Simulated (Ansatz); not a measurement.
Step by step: formation energy of Ta_Al in Al (fcc, Fm-3m)

Consider the formation energy of Ta_Al in Al (fcc, Fm-3m). Reaction: 63 Al (fcc) + Ta (bcc) → cell A.

A: a supercell of 64 sites of Al (fcc, Fm-3m) with Ta on an Al site (12 Al at 2.85 Å); spin state with PBE: run without spin.

Setting: static, neutral cells in Ansatz (PAW) whose structures rest at the PBE level. Ansatz (an electronic-structure program) runs with its PAW set soft_1. Larger cells are relaxed from a start prepared with the learned potential CHGNet, on a coarser mesh till forces fall under 0.03 eV/Å, which some starts already meet. A dispersion term (D3(BJ), or D4 for r2SCAN) was computed beside these levels and is taken off wherever the name lacks it. Space groups of crystals are read within 0.01 Å. The runs are scalar-relativistic, without spin-orbit coupling. Mesh and cell size may move defect energies by 0.1 eV or more. Cell A has symmetry Fm-3m within 0.02 Å and got no random move, so less symmetric positions, which may lie lower, weren't tried.

Total energies of the cells in eV, at zero smearing width. They compare only within one column; the weights balance every element.

```json
[
 {"cell": "A: Al:Ta_Al", "atoms": "64", "weight": "+1", "PBE": "-43796.91815"},
 {"cell": "Al (fcc)", "atoms": "64", "weight": "−63/64", "PBE": "-34400.53354"},
 {"cell": "Ta (bcc)", "atoms": "1", "weight": "−1", "PBE": "-9933.23296"}
]
```

PBE: (-43796.91815) − 63/64 × (-34400.53354) − (-9933.23296) = -0.660 eV.
